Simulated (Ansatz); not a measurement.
Consider CdS in the zinc blende structure (space group F-43m, No. 216).

```yaml
crystal:
  lattice:
    - [0.00000, 2.96333, 2.96333]
    - [2.96333, 0.00000, 2.96333]
    - [2.96333, 2.96333, 0.00000]
  atoms:
    - { symbol: Cd, position: [0.00000, 0.00000, 0.00000] }
    - { symbol: S, position: [0.25000, 0.25000, 0.25000] }
```

Level of theory: Kohn–Sham DFT with the PBE functional, run in Ansatz (a quantum-chemistry and plane-wave program) with PAW and 420 eV plane waves, no SOC.

Base values:

The pressure is 0.0 kbar and the hole mass is 0.13, 0.82, 0.82 mₑ (at Γ).

Perturbation: every lattice vector is stretched by 1.00 %, atoms relaxed at fixed cell.

Question: How does this affect the energy relative to the base, mean gap deformation potential ΔEg/Δln V, pressure and hole mass?

Answer: The energy increases by 3.8 meV/atom; the mean gap deformation potential ΔEg/Δln V comes out as -2.2 eV; the pressure goes from zero to -14.9 kbar; the hole mass (degenerate bands, along [100]) changes from 0.13, 0.82, 0.82 mₑ (at Γ) to 0.12, 0.86, 0.86 mₑ (at Γ).

The cells carry an imposed strain or load. Masses are band curvatures over ±0.01 Å⁻¹ around the edge. Stability against distortions was not tested.
